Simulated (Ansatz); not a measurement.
Reference: monolayer WS2, r2SCAN, rigid bands (plane waves, PAW, scalar-relativistic; Ansatz, an electronic-structure program); geometry: cell and atoms relaxed with r2SCAN.

```
CELL_PARAMETERS angstrom
      3.18106     0.00000     0.00000
     -1.59053     2.75488     0.00000
      0.00000     0.00000    19.03839
ATOMIC_POSITIONS crystal
  W  0.66667 0.33333 0.50000
  S  0.33333 0.66667 0.41811
  S  0.33333 0.66667 0.58189
```

| Item | Result |
|---|---|
| band gap | 1.90 eV |
| electron conductivity mass | 0.31 mₑ |

Q: Replace W by Mo on the same sites and relax. What happens?

A: band gap falls (1.90 eV to 1.68 eV); electron conductivity mass rises (0.31 mₑ to 0.46 mₑ).

Q: Replace S by Se on the same sites and relax. What happens?

A: band gap falls (1.90 eV to 1.64 eV); electron conductivity mass rises (0.31 mₑ to 0.35 mₑ).

Moves up to 5 % count as about the same. Masses are for dilute carriers at 300 K, harmonic means over directions unless an axis is named. Spin-orbit coupling is left out.

The missing spin-orbit coupling matters most for monolayer WS2, monolayer WSe2.
